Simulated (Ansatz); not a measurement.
Base system: SnSe in the GeS type structure (space group Pnma, No. 62; a = 11.493 Å, b = 4.169 Å, c = 4.385 Å; layered, stacked along the Cartesian x axis). Axes: x, y, z lie along a, b, c of the conventional cell.

Computed with PBE-D3(BJ) (Ansatz, a program for electronic structure), no SOC.

Modification: the cell is stretched by 5.99 % along x with no lateral relaxation, atoms relaxed at fixed cell.

Q: Predict the stress tensor and what it implies for the stiffness.

A: Stress of the strained cell less that of the base (GPa, compression positive):
```
  -2.66    0.00    0.00
   0.00   -0.24    0.00
   0.00    0.00   -0.45
```

Then −Δσ_ii/ε with ε = 0.0599 gives secant stiffness values (nonlinear terms included at this strain): C11 ≈ 44 GPa and C13 ≈ 7.6 GPa.

As a check, the harmonic strain energy −½ V₀ Δσ:ε is 13 meV/atom; the computed energy rise is 16 meV/atom.

No phonon test of stability was made. The program warned that a D3 coordination switch lies within reach, so dispersion energies are less smooth here.
